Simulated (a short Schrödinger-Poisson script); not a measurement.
Stack: MOS inversion layer, Al2O3 on p-type Ge(100), at 400 K.

```tsv
layer	material	thickness (nm)	Na (cm⁻³)
1	Al2O3	5.7	-
2	Ge	390	1.1e18
```

The device is made up for the run: typed textbook-type constants, with dimensions and the other settings drawn at random. Al2O3: permittivity 9, conduction-band edge (eV) 2.65, gap (eV) 6.8, electron mass (mₑ) 0.3. Ge: permittivity 16, conduction-band edge (eV) 0, gap (eV) 0.664, Nv at 300 K (cm⁻³) 6e18.

Channel valleys (confinement mass, in-plane density-of-states mass, number): L4 0.12, 0.295, 4. At the gate the conduction-band edge of layer 1 lies 2.82 eV − eVg above the Fermi level of the channel; the field vanishes at the back. Gaps are held at their typed values at every temperature. Mesh 0.03 nm at interfaces.

Solved with a short Schrödinger-Poisson script written for these runs: 1D Poisson equation in equilibrium, electrons quantum, Hartree (BenDaniel-Duke, 12 states a valley, the channel's in-plane mass for all, wave functions ending at the dielectric), parabolic valleys, classical holes, full ionisation, no traps, pinning or gate leakage.

Problem. List the lowest subbands of each valley and their electrons at Vg = 2 V.

Solution. 
| valley | subband | energy from the Fermi level (meV) | electrons (cm⁻²) | share (%) |
|---|---|---|---|---|
| L4 | 0 | 12.3 | 9.01e12 | 98.7 |
| L4 | 1 | 174.2 | 1.08e11 | 1.2 |
| L4 | 2 | 277.1 | 5.48e9 | 0.1 |

All electrons: 9.12e12 cm⁻². Only the L valleys are kept; under strong confinement the Δ valleys of Ge fill too.
